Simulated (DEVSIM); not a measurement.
**double heterostructure, GaAs between p- and n-type In0.49Ga0.51P**

Device: double heterostructure, GaAs between p- and n-type In0.49Ga0.51P, at 300 K.

| layer (left to right) | material | thickness (μm) | Nd (cm⁻³) | Na (cm⁻³) | τn (s) | τp (s) |
|---|---|---|---|---|---|---|
| 1 | In0.49Ga0.51P | 0.210 | 3.7e17 | - | 1.3e-9 | 1.3e-9 |
| 2 | GaAs | 0.0400 | - | 1.4e15 | 1.3e-9 | 1.3e-9 |
| 3 | In0.49Ga0.51P | 0.270 | - | 8.1e17 | 1.3e-9 | 1.3e-9 |

Left contact: ohmic. Right contact: ohmic. Voltage is applied to the left contact. Recombination: SRH at mid-gap, radiative, Auger. Mobility is μmin + (μ − μmin)/(1 + (N/Nref)^α).

This is a model device: material constants are rounded textbook-type values typed into the input, and sizes, dopings and lifetimes were drawn at random. Values at 300 K.

```tsv
parameter	In0.49Ga0.51P	GaAs
gap (eV)	1.89	1.424
affinity (eV)	4	4.07
permittivity	11.8	12.9
Nc (cm⁻³)	9e17	4.7e17
Nv (cm⁻³)	1.3e19	9e18
μn (cm²/Vs)	1500	8500
μp (cm²/Vs)	80	400
μn,min	400	500
μp,min	15	20
Nref,n	2e16	6e16
Nref,p	1.5e17	1.5e17
αn	0.7	0.39
αp	0.8	0.38
B (cm³/s)	1e-10	2e-10
Cn (cm⁶/s)	3e-30	1e-30
Cp (cm⁶/s)	3e-30	1e-30
```

DEVSIM, 1D drift-diffusion, Boltzmann statistics, complete ionisation; no tunnelling, impact ionisation, image-force lowering or self-heating. Band offsets follow the typed affinities; no thermionic-emission limit at abrupt steps, no polarisation charge.

- Potential step across the device at zero bias = 1.795 V
- Dark forward voltage at 1 A/cm² = 1.157 V
- Dark forward voltage at 100 A/cm² = 1.438 V

Dark forward current:

| V (V) | J (A/cm²) |
|---|---|
| -0.05 | -9.5e-11 |
| -0.10 | -3.3e-10 |
| -0.15 | -9.6e-10 |
| -0.25 | -7.3e-9 |
| -0.30 | -2.0e-8 |
| -0.35 | -5.4e-8 |
| -0.40 | -1.5e-7 |
| -0.45 | -4.0e-7 |
| -0.50 | -1.1e-6 |
| -0.60 | -8.4e-6 |
| -0.65 | -2.3e-5 |
| -0.70 | -6.4e-5 |
| -0.75 | -0.00018 |
| -0.80 | -0.00050 |
| -0.90 | -0.0040 |
| -0.95 | -0.012 |
| -1.00 | -0.034 |
| -1.05 | -0.10 |
| -1.10 | -0.30 |
| -1.20 | -2.3 |
| -1.25 | -5.8 |
| -1.30 | -13 |
| -1.35 | -28 |
| -1.40 | -58 |
| -1.45 | -120 |
| -1.55 | -520 |
| -1.60 | -1100 |
| -1.65 | -2400 |
